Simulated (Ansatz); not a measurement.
# ScAl3: response to strain

Base system: ScAl3 in the Cu3Au type structure (space group Pm-3m, No. 221; a = 4.087 Å; relaxed with 0.1 eV smearing). Axes: x, y, z lie along the cube axes.

Strains are applied to the cell and any free atomic positions relax; under biaxial strain the out-of-plane vector relaxes too; under stress the whole cell relaxes.

The values are results of Ansatz (a first-principles code), r2SCAN, PAW, cutoff 500 eV, scalar-relativistic without spin-orbit coupling, not measurements.

Notes on the quantities. pressure: mean of the normal stresses, compression positive; energy relative to the base: free energy F.

| change | pressure | energy relative to the base | volume per atom |
|---|---|---|---|
| base | 0.0 GPa | 0 meV/atom | 17.06 Å³ |
| biaxial strain +0.93 %, plane normal [001], relaxed out of plane | -1.3 GPa | +2.0 meV/atom | 17.31 Å³ |
| biaxial strain −2.33 %, plane normal [110], relaxed out of plane | 3.8 GPa | +14 meV/atom | 16.45 Å³ |
| uniaxial strain ε_xx = +1.66 % | -1.5 GPa | +2.8 meV/atom | 17.35 Å³ |
| uniaxial stress, 3 GPa tension along x | – | ___ | ___ |

Task: Some entries are withheld; estimate them.

Result: 
- uniaxial stress, 3 GPa tension along x, energy relative to the base: +2.7 meV/atom
- uniaxial stress, 3 GPa tension along x, volume per atom: 17.25 Å³

Beyond what the load breaks, stability against distortions was not tested. The final runs are not spin-polarised.
